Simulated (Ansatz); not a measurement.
## WSi2: pressure series

The reference is WSi$_{2}$ (space group I4/mmm, No. 139; a = 3.229 Å, c = 7.867 Å).

Cell and atoms are relaxed at each pressure.

Computed with PBE, PAW, 420 eV (Ansatz, a first-principles code; no spin-orbit coupling).

| change | shortest interatomic distance | density |
|---|---|---|
| base | 2.603 Å | 9.72 g/cm³ |
| pressure −2 GPa | 2.607 Å | 9.63 g/cm³ |
| pressure −1 GPa | … | … |
| pressure 3 GPa | 2.596 Å | 9.85 g/cm³ |
| pressure 7 GPa | 2.588 Å | … |
| pressure 15 GPa | 2.573 Å | 10.32 g/cm³ |
| pressure 30 GPa | 2.534 Å | 10.83 g/cm³ |
| pressure 50 GPa | 2.483 Å | 11.43 g/cm³ |
| pressure 75 GPa | 2.433 Å | 12.07 g/cm³ |
| pressure 100 GPa | 2.391 Å | … |

Problem. Fill in the withheld entries from the trend.

Solution. 
- pressure −1 GPa, shortest interatomic distance: 2.605 Å
- pressure −1 GPa, density: 9.67 g/cm³
- pressure 7 GPa, density: 10.01 g/cm³
- pressure 100 GPa, density: 12.63 g/cm³

Load acts through the strain it causes; cell and atoms are relaxed under it. Stability against distortions was not tested. No other phases were tried under pressure. The final runs are not spin-polarised.
